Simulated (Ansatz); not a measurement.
Take CdI$_{2}$ in the CdI2 type structure (space group P-3m1, No. 164; a = 4.242 Å, c = 6.822 Å; layered, stacked along the Cartesian z axis) as the base.

The values are results of PBE-D3(BJ) (Ansatz, a quantum-chemistry and plane-wave program, PAW, spin-orbit coupling left out), not measurements.

Base values:

| Quantity | Value |
|---|---|
| Width of the top valence band | 1.18 eV |
| Pressure | 0.00 GPa |
| Band gap | 2.30 eV |
| Gap character | indirect, k = (0, 0.111, -0.200) in the run's primitive reciprocal basis → k = (0, 0.444, 0.400) in the run's primitive reciprocal basis |

Perturbation: an isotropic linear strain of −2.50 %; the atoms relax in the strained cell.

Problem. What does the calculation give for the width of the top valence band, largest internal atomic displacement, pressure, energy relative to the base, band gap and gap character after the change?

Solution. The width of the top valence band increases by 0.376 eV (1.18 eV → 1.55 eV); the largest internal atomic displacement comes out as 0.067 Å; the pressure (mean of the normal stresses, compression positive) goes from zero to 1.82 GPa; the energy increases by 14 meV/atom; the band gap shrinks by 0.14 eV (2.30 eV → 2.16 eV); the gap character goes from indirect, k = (0, 0.111, -0.200) in the run's primitive reciprocal basis → k = (0, 0.444, 0.400) in the run's primitive reciprocal basis to indirect, A → k = (0, 0.444, 0.400) in the run's primitive reciprocal basis.

Spin-orbit coupling, missing from the scalar runs, can matter with I. Whether these cells are dynamically stable was not tested.
